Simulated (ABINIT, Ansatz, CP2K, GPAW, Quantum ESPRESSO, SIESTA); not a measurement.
## Tl (P6_3/mmc, 2 atoms in the cell) computed with different codes at matched settings

Self-consistent single point.

```xyz
2
Lattice="1.7165 -2.9731 0.0000 1.7165 2.9731 0.0000 0.0000 0.0000 5.4769" Properties=species:S:1:pos:R:3 pbc="T T T"
Tl     1.7165     0.9910     1.3692
Tl     1.7165    -0.9910     4.1077
```

All programs got the same cell, k-point mesh and kind of occupations (in Ansatz's words: kpoints.mp_grid.grid = 8 8 4; scf.occupations.method = gaussian; scf.occupations.width = 0.05 eV); potentials, basis and cutoffs are each program's usual ones.

```json
[
 {"code": "CP2K", "model": "PBE, GPW, DZVP-MOLOPT-PBE-GTH basis, GTH-PBE potentials (POTENTIAL_UZH)", "pressure (GPa)": "5.14", "k-points": "132", "cutoff": "grid 500 Ry"},
 {"code": "ABINIT", "model": "PBE, norm-conserving pseudopotentials (PseudoDojo nc-sr-05 PBE standard)", "pressure (GPa)": "4.67", "k-points": "30", "cutoff": "30 Ha"},
 {"code": "Quantum ESPRESSO", "model": "PBE, SSSP 1.1.2 efficiency (PBE) pseudopotentials", "pressure (GPa)": "3.21", "k-points": "30", "cutoff": "40 Ry"},
 {"code": "Ansatz", "model": "PBE, default PAW files", "pressure (GPa)": "4.80", "k-points": "30", "cutoff": "default"},
 {"code": "GPAW", "model": "PBE, GPAW PAW datasets PBE (gpaw-data 1.0.1)", "pressure (GPa)": "4.48", "k-points": "30", "cutoff": "600 eV"},
 {"code": "SIESTA", "model": "GGA PBE, numerical atomic orbitals DZP, PseudoDojo PBE standard norm-conserving potentials (rewritten from UPF to PSML)", "pressure (GPa)": "4.83", "k-points": "150", "cutoff": "grid 400 Ry"}
]
```

The spread over the programs that give each value: pressure within 1.93 GPa.

The starting cell has typed, rounded lattice constants, without a prior relaxation at this level. Its lattice was rescaled by a random factor within 2.5 % of one. On Ansatz's run: Spin-orbit coupling is off. In the base run, with a pressure of about 5 GPa the cell is away from its equilibrium volume at this level.

Why do the programs differ, and what cannot be compared?

Differences of this kind can come from the potentials, where these differ, and from what each basis and cutoff leave unconverged. The zero of total energies and Fermi levels follows the potentials and each program's conventions, so they are not compared here. CP2K and SIESTA use small atom-centred bases, whose incompleteness enters pressures, forces and empty levels differently from a plane-wave cutoff. Ansatz's pressure is given at a fixed set of plane waves, as the other plane-wave codes print theirs; with its correction for the finite basis it is 4.84 GPa. The programs reduce the same mesh by symmetry to different extents, which changes the work and not the result. In the pressure, Quantum ESPRESSO (by 1.37) lies more than 1 GPa from the median of the plane-wave programs.

Left out of this page: Elk and FLEUR (not drawn, or without a comparable value).

Ansatz is an electronic-structure program.

Keys are those of Ansatz 0.2.
